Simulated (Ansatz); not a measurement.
Start from AlN in the wurtzite structure (space group P6_3mc, No. 186).

```
AlN
1.0
    3.10670     0.00000     0.00000
   -1.55335     2.69048     0.00000
    0.00000     0.00000     4.97846
Al N
2 2
Direct
  0.33333   0.66667   0.99659
  0.66667   0.33333   0.49659
  0.33333   0.66667   0.37821
  0.66667   0.33333   0.87821
```

Cartesian axes are those of the cell as printed.

The values are results of r2SCAN (Ansatz, a first-principles code; PAW; 500 eV plane waves; no spin-orbit coupling), not measurements.

Base values:

| Property | Value |
|---|---|
| Valence-band top at Γ | 0.00, -0.22, -0.22 eV |

Perturbation: compressive biaxial strain of 0.89 % in the plane normal to [001], as in epitaxy on a mismatched substrate; the out-of-plane cell vector and the atoms relax.

Q: Predict the new valence-band top at Γ.

A: The valence-band top at Γ (three highest levels, from the VBM) becomes 0.00, -0.10, -0.10 eV (base: 0.00, -0.22, -0.22 eV).

Q: Predict the new electron mass.

A: The electron mass comes out as 0.29 mₑ out of plane, 0.32 mₑ in plane (at Γ).

Q: How does this affect the out-of-plane strain?

A: The out-of-plane strain is +0.48 %.

The levels and masses belong to the bands next to the band gap. Masses are band curvatures over ±0.01 Å⁻¹ around the edge. Whether these cells are dynamically stable was not tested.
